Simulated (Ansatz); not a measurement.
Os: pressure series

The parent structure is Os in the hcp (Mg type) structure (space group P6_3/mmc, No. 194; a = 2.7294 Å, c = 4.3064 Å).

Cell and atoms are relaxed at each pressure.

Method: PBEsol (Ansatz, a quantum-chemistry and plane-wave program; PAW; 420 eV plane waves; without spin-orbit coupling).

Two rows of this table had their results exchanged by mistake.

```json
[
 {"pressure": "pressure −2 GPa", "volume per atom (Å³)": "13.96", "shortest distance (Å)": "2.672", "band gap": "zero"},
 {"pressure": "pressure −1 GPa", "volume per atom (Å³)": "13.92", "shortest distance (Å)": "2.670", "band gap": "zero"},
 {"pressure": "pressure 3 GPa", "volume per atom (Å³)": "13.80", "shortest distance (Å)": "2.662", "band gap": "zero"},
 {"pressure": "pressure 7 GPa", "volume per atom (Å³)": "13.68", "shortest distance (Å)": "2.655", "band gap": "zero"},
 {"pressure": "pressure 15 GPa", "volume per atom (Å³)": "12.22", "shortest distance (Å)": "2.561", "band gap": "zero"},
 {"pressure": "pressure 30 GPa", "volume per atom (Å³)": "13.08", "shortest distance (Å)": "2.617", "band gap": "zero"},
 {"pressure": "pressure 50 GPa", "volume per atom (Å³)": "12.66", "shortest distance (Å)": "2.590", "band gap": "zero"},
 {"pressure": "pressure 75 GPa", "volume per atom (Å³)": "13.45", "shortest distance (Å)": "2.641", "band gap": "zero"},
 {"pressure": "pressure 100 GPa", "volume per atom (Å³)": "11.84", "shortest distance (Å)": "2.535", "band gap": "zero"}
]
```

Problem. Which two?

Solution. The rows for pressure 15 GPa and pressure 75 GPa: the volume has to fall steadily with pressure, so 13.45 Å³ belongs to pressure 15 GPa and 12.22 Å³ to pressure 75 GPa.

Load acts through the strain it causes; cell and atoms are relaxed under it. Stability against distortions was not tested. No other phases were tried under pressure. All final runs are without spin polarisation.
